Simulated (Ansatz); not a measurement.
Take Al in the fcc (Cu type) structure (space group Fm-3m, No. 225) as the base.

```
CELL_PARAMETERS angstrom
      0.00000     1.99599     1.99599
      1.99599     0.00000     1.99599
      1.99599     1.99599     0.00000
ATOMIC_POSITIONS crystal
  Al 0.00000 0.00000 0.00000
```

Cartesian axes are those of the cell as printed.

Method: plane-wave PAW DFT at the r2SCAN level (Ansatz, a first-principles code, 500 eV), no spin-orbit coupling.

For the base:

- Shortest interatomic distance = 2.823 Å

Modification: uniaxial stress, 2 GPa compression along x, with the cell and atoms free to relax against it.

### Question
Predict the new energy relative to the base.

### Answer
The energy increases by 1.7 meV/atom.

### Question
Predict the new shortest interatomic distance.

### Answer
The shortest interatomic distance decreases by 0.0193 Å, from 2.823 Å to 2.803 Å.

Without a gap, meshes like the base's 20×20×20 leave anisotropic stresses uncertain by several tenths of a GPa, and small strain energies with them. Load acts through the strain it causes; cell and atoms are relaxed under it. Stability under load was not tested beyond the relaxation.
